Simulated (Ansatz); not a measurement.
For ZnSnSb2 (I-42d, No. 122, 8 atoms in the cell; start mp-4756), PBEsol (plane waves, PAW; Ansatz, a quantum-chemistry and plane-wave program) gives:

| Item | Value |
|---|---|
| equilibrium lattice constant a | 6.273 Å |
| c axis length | 12.611 Å |
| bulk modulus | 47.4 GPa |
| cohesive energy | 2.85 eV/atom |
| band gap | 0.00 eV |

What does r²SCAN (Ansatz, plane waves, PAW) give for the same quantities?


- lattice constant a: 6.313 Å (increases by 0.6 %)
- lattice parameter c: 12.674 Å (goes up by 0.5 %)
- bulk modulus: 47.5 GPa (hardly moves)
- cohesive energy: 2.56 eV/atom (shrinks by 0.29 eV/atom)
- band gap: 0.17 eV (goes up by 0.17 eV)

Changes are worked out from the printed values.

Unless a cell is named, each level is at its own relaxed cell (PBEsol 31.02, r²SCAN 31.57 Å³/atom).

Levels without +SOC leave out spin–orbit coupling, which shifts energies and cells of such heavy elements.

Spin–orbit coupling is included only where a level's name says +SOC; with heavier elements it mostly lowers gaps and can invert bands. A gap of zero means that the bands touch or overlap. Density-functional gaps are differences of (generalised) Kohn–Sham levels.

Caveats: the bulk modulus is −V dP/dV from two relaxed cells at ±2 % in volume (PBEsol, r²SCAN); the relaxation could not lower the start's symmetry, so the cell can be a saddle point above a distorted one (PBEsol, r²SCAN). Ansatz's density-functional and Hartree–Fock values are scalar-relativistic unless marked +SOC, with PAW data made under PBE.

A start named mp-… is a Materials Project structure, which need not be a measured phase.
